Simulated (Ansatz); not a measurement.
**Effective masses and thermopower of BN (F-43m)**

Given:

```
BN
1.0
    0.00000     1.80284     1.80284
    1.80284     0.00000     1.80284
    1.80284     1.80284     0.00000
B N
1 1
Cartesian
  0.00000   0.00000   0.00000
  0.90142   0.90142   0.90142
```

Level of theory: r2SCAN, rigid bands (plane waves, PAW, scalar-relativistic; Ansatz, a program for electronic structure). Geometry: cell and atoms relaxed with PBEsol.

```
Item                                                                                                                                                            Value
---------------------------------------------------------------------------------------------------------------------------------------  ----------------------------
band gap                                                                                                                                                      5.01 eV
electron conductivity mass (300 K, dilute)                                                                                                                    0.38 mₑ
hole conductivity mass (300 K, dilute)                                                                                                                        0.68 mₑ
effective density of states N_c (300 K)                                                                                                                   2.1e19 cm⁻³
effective density of states N_v (300 K)                                                                                                                   8.3e19 cm⁻³
density-of-states mass, electrons                                                                                                                             0.88 mₑ
density-of-states mass, holes                                                                                                                                  2.2 mₑ
Seebeck coefficient, n-type 1e19 cm⁻³, 300 K                                                                                                                -281 μV/K
best n-type power factor at 300 K for τ = 10 fs (best axis; densities from 1e16 to 1e21 cm⁻³ tried, whether or not they can be reached)   9.0 μW/(cm·K²) at 1e20 cm⁻³
Seebeck coefficient, p-type 1e19 cm⁻³, 300 K                                                                                                                 395 μV/K
best p-type power factor at 300 K for τ = 10 fs (best axis; densities from 1e16 to 1e21 cm⁻³ tried, whether or not they can be reached)  19.5 μW/(cm·K²) at 3e20 cm⁻³
```

Rigid bands; masses and Seebeck coefficients take one relaxation time τ for all states and one kind of carrier; polarons and phonon drag are left out. Spin-orbit coupling is left out. Geometry: cell and atoms relaxed with PBEsol.
